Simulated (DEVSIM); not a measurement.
System: isotype n-n heterojunction GaP/Si, at 300 K.

```csv
layer (left to right),material,thickness (μm),Nd (cm⁻³),τn (s),τp (s)
1,GaP,0.470,1.6e17,1.5e-6,1.5e-6
2,Si,0.400,6.4e17,1.5e-6,1.5e-6
```

Left contact: ohmic. Right contact: ohmic. Voltage is applied to the left contact. Recombination: SRH at mid-gap. Mobility is μmin + (μ − μmin)/(1 + (N/Nref)^α).

This is a model device: material constants are rounded textbook-type values typed into the input, and sizes, dopings and lifetimes were drawn at random. Values at 300 K.

| parameter | GaP | Si |
|---|---|---|
| gap (eV) | 2.26 | 1.124 |
| affinity (eV) | 3.8 | 4.05 |
| permittivity | 11.1 | 11.7 |
| Nc (cm⁻³) | 1.8e19 | 2.86e19 |
| Nv (cm⁻³) | 1.9e19 | 3.1e19 |
| μn (cm²/Vs) | 250 | 1417 |
| μp (cm²/Vs) | 150 | 470 |
| μn,min | 10 | 52 |
| μp,min | 10 | 45 |
| Nref,n | 4.4e18 | 9.7e16 |
| Nref,p | 1e18 | 2.2e17 |
| αn | 0.8 | 0.68 |
| αp | 0.85 | 0.72 |

DEVSIM, 1D drift-diffusion, Boltzmann statistics, complete ionisation; no tunnelling, impact ionisation, image-force lowering or self-heating. Band offsets follow the typed affinities; no thermionic-emission limit at abrupt steps, no polarisation charge.

Task: Give the dark forward current.

Result: 
| V (V) | J (A/cm²) |
|---|---|
| 0.05 | 340 |
| 0.10 | 500 |
| 0.20 | 740 |
| 0.25 | 870 |
| 0.35 | 1100 |
| 0.40 | 1300 |
| 0.50 | 1500 |
| 0.55 | 1700 |
| 0.65 | 2000 |
| 0.70 | 2200 |
| 0.75 | 2300 |
| 0.85 | 2700 |
| 0.90 | 2800 |
| 1.00 | 3200 |
| 1.05 | 3400 |
| 1.15 | 3700 |
| 1.20 | 3900 |
| 1.30 | 4300 |
| 1.35 | 4500 |
| 1.40 | 4700 |
| 1.50 | 5100 |
| 1.55 | 5300 |
| 1.65 | 5800 |
| 1.70 | 6000 |
| 1.80 | 6400 |
| 1.85 | 6600 |
| 1.95 | 7100 |
| 2.00 | 7300 |
